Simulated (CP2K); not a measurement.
CP2K run on SnF3 (Fm-3m, 8 atoms in the cell): self-consistent single point.

Method: CP2K with PBEsol, GPW, DZVP-MOLOPT-SR-GTH basis, GTH-PBE potentials (GTH_POTENTIALS).

```yaml
crystal:
  lattice:
    - [6.09872, 0.00000, 0.00000]
    - [3.04936, 5.28164, 0.00000]
    - [3.04936, 1.76055, 4.97958]
  atoms:
    - { symbol: Sn, position: [0.50000, 0.50000, 0.50000] }
    - { symbol: Sn, position: [0.00000, 0.00000, 0.00000] }
    - { symbol: F, position: [0.72819, 0.27181, 0.72819] }
    - { symbol: F, position: [0.27181, 0.72819, 0.27181] }
    - { symbol: F, position: [0.72819, 0.27181, 0.27181] }
    - { symbol: F, position: [0.27181, 0.72819, 0.72819] }
    - { symbol: F, position: [0.72819, 0.72819, 0.27181] }
    - { symbol: F, position: [0.27181, 0.27181, 0.72819] }
```

Reference input (self-consistent single point, DFT PBEsol, GPW, DZVP-MOLOPT-SR-GTH basis, GTH-PBE potentials (GTH_POTENTIALS)): CUTOFF = 550 Ry; REL_CUTOFF = 50 Ry; SMEAR/METHOD = FERMI_DIRAC; ELECTRONIC_TEMPERATURE = 580.23 K; KPOINTS/SCHEME = MACDONALD 6 6 6 0.08333333333 0.08333333333 0.08333333333; XC_FUNCTIONAL = PBE:PBESOL; Sn/BASIS_SET = DZVP-MOLOPT-SR-GTH-q4; Sn/POTENTIAL = GTH-PBE-q4; F/BASIS_SET = DZVP-MOLOPT-SR-GTH-q7; F/POTENTIAL = GTH-PBE-q7; METHOD = GPW; EPS_DEFAULT = 1e-10. This run's input differs from it in these lines:

```diff
@@ -40,3 +40,3 @@
     &KPOINTS
-      SCHEME MACDONALD 6 6 6 0.08333333333 0.08333333333 0.08333333333
+      SCHEME MONKHORST-PACK 3 3 3
     &END KPOINTS
```

Log, with long lists cut:

```
 SCF WAVEFUNCTION OPTIMIZATION

  Step     Update method      Time    Convergence         Total energy    Change
     1 NoMix/Diag. 0.30E+00      -     1.30144245      -151.9326085575 -1.52E+02
     2 Broy./Diag. 0.30E+00      -     0.07696191      -144.1552689260  7.78E+00
     3 Broy./Diag. 0.30E+00      -     0.11463087      -149.5298758921 -5.37E+00
     4 Broy./Diag. 0.30E+00      -     0.05393434      -152.4331031145 -2.90E+00
     5 Broy./Diag. 0.30E+00      -     0.04642142      -151.8072599285  6.26E-01
     6 Broy./Diag. 0.30E+00      -     0.01811778      -152.2741116184 -4.67E-01
   [... 12 lines left out ...]
    19 Broy./Diag. 0.30E+00      -     0.00001556      -152.1519239922 -9.70E-05
    20 Broy./Diag. 0.30E+00      -     0.00000502      -152.1519126365  1.14E-05
    21 Broy./Diag. 0.30E+00      -     0.00000135      -152.1519008959  1.17E-05
    22 Broy./Diag. 0.30E+00      -     0.00000036      -152.1519045142 -3.62E-06
  *** SCF run converged in    22 steps ***

  Overlap energy of the core charge distribution:               0.00000031298145
  Self energy of the core charge distribution:               -400.79531259329127
  Core Hamiltonian energy:                                    111.92119565225715
  Hartree energy:                                             166.42019188438007
  Exchange-correlation energy:                                -29.69797977048022
  Electronic entropic energy:                                  -0.00000000000001
  Fermi energy:                                                 0.04291547448437

  Total energy:                                              -152.15190451415282
  Total energy (extrapolated to T->0):                       -152.15190451415282

   [... lines left out ...]

 STRESS| Analytical stress tensor [bar]
 STRESS|                        x                   y                   z
 STRESS|      x        5.19086855490E+04   1.41093915442E+02   9.97683392286E+01
 STRESS|      y        1.41093915442E+02   5.17455912002E+04   5.75101651485E+01
 STRESS|      z        9.97683392286E+01   5.75101651485E+01   5.17048757252E+04
 STRESS| 1/3 Trace                                             5.17863841581E+04
```

The run converged in 22 iterations. Against the reference run the free energy hardly moves (within 1 meV/atom), the pressure stays at 5.18 GPa, the largest force moves little (0.660 to 0.663 eV/Å) and the gap on the mesh goes from 2.842 to 3.402 eV.

The starting cell comes from a database of computed structures (which also holds hypothetical and non-ambient phases and stackings), without a prior relaxation at this level. Its lattice was rescaled by a random factor within 2.5 % of one. Values carry the incompleteness of an atom-centred basis. The potentials were made for another functional than the one used. With a pressure of about 5 GPa the cell is away from its equilibrium volume at this level. Another mesh or the band path of this cell gives a smaller gap, so this value is not converged in the mesh.

Cost on one core of a shared machine: roughly 60 s.
